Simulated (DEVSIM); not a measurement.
Structure: abrupt Si p-n junction, at 300 K.

```tsv
layer (left to right)	material	thickness (μm)	Nd (cm⁻³)	Na (cm⁻³)	τn (s)	τp (s)
1	Si	0.450	-	2.1e15	0.00058	0.00058
2	Si	16.0	6.6e17	-	0.00058	0.00058
```

Left contact: ohmic. Right contact: ohmic. Voltage is applied to the left contact. Recombination: SRH at mid-gap. Mobility is μmin + (μ − μmin)/(1 + (N/Nref)^α).

Constants are typed, rounded textbook-type inputs, not results; the design itself was drawn at random and stands for no fabricated device. Values at 300 K.

```csv
parameter,Si
gap (eV),1.124
affinity (eV),4.05
permittivity,11.7
Nc (cm⁻³),2.86e19
Nv (cm⁻³),3.1e19
μn (cm²/Vs),1417
μp (cm²/Vs),470
"μn,min",52
"μp,min",45
"Nref,n",9.7e16
"Nref,p",2.2e17
αn,0.68
αp,0.72
```

DEVSIM, 1D drift-diffusion, Boltzmann statistics, complete ionisation; no tunnelling, impact ionisation, image-force lowering or self-heating.

Task: Give the dark reverse current.

Result: 
| V (V) | J (A/cm²) |
|---|---|
| -0.04 | -1.0e-7 |
| -0.10 | -1.4e-7 |
| -0.20 | -1.7e-7 |
| -0.30 | -1.9e-7 |
| -0.40 | -2.2e-7 |
| -0.60 | -2.7e-7 |
| -0.80 | -3.2e-7 |
| -1.00 | -3.7e-7 |
| -1.30 | -4.5e-7 |
| -1.60 | -5.3e-7 |
| -2.00 | -6.3e-7 |
